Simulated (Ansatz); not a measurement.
**Response to strain in PbSe**

Consider PbSe in the rock salt structure (space group Fm-3m, No. 225; a = 6.041 Å). Axes: x, y, z lie along the cube axes.

Strains are applied to the cell and any free atomic positions relax; under biaxial strain the out-of-plane vector relaxes too.

All numbers come from DFT with LDA, PAW potentials and a 420 eV plane-wave cutoff in Ansatz (a program for electronic structure), spin-orbit coupling left out.

Notes on the quantities. pressure: mean of the normal stresses, compression positive; energy relative to the base: free energy F.

| change | pressure | shortest interatomic distance | energy relative to the base | band gap |
|---|---|---|---|---|
| base | 0.0 GPa | 5.708 bohr | 0 meV/atom | zero |
| biaxial strain −1.00 %, plane normal [001], relaxed out of plane | 1.1 GPa | 5.651 bohr | +2.9 meV/atom | zero |
| biaxial strain −0.50 %, plane normal [001], relaxed out of plane | 0.6 GPa | 5.679 bohr | +0.7 meV/atom | zero |
| biaxial strain +1.00 %, plane normal [001], relaxed out of plane | -1.0 GPa | 5.699 bohr | +2.7 meV/atom | 0.11 eV |
| biaxial strain +1.50 %, plane normal [001], relaxed out of plane | -1.5 GPa | 5.695 bohr | +5.9 meV/atom | 0.13 eV |
| biaxial strain +2.00 %, plane normal [001], relaxed out of plane | -1.9 GPa | 5.690 bohr | +10 meV/atom | 0.16 eV |
| biaxial strain +2.50 %, plane normal [001], relaxed out of plane | -2.3 GPa | 5.685 bohr | +16 meV/atom | 0.18 eV |
| biaxial strain +3.00 %, plane normal [001], relaxed out of plane | -2.6 GPa | 5.681 bohr | +22 meV/atom | 0.19 eV |

With Pb present, leaving out spin-orbit coupling can change the band edges. Whether these cells are dynamically stable was not tested. The final runs are not spin-polarised. Gaps under 0.05 eV, about the width of the smearing, are given as zero. A zero or small gap of PbSe can be the functional's error rather than a property of the material.
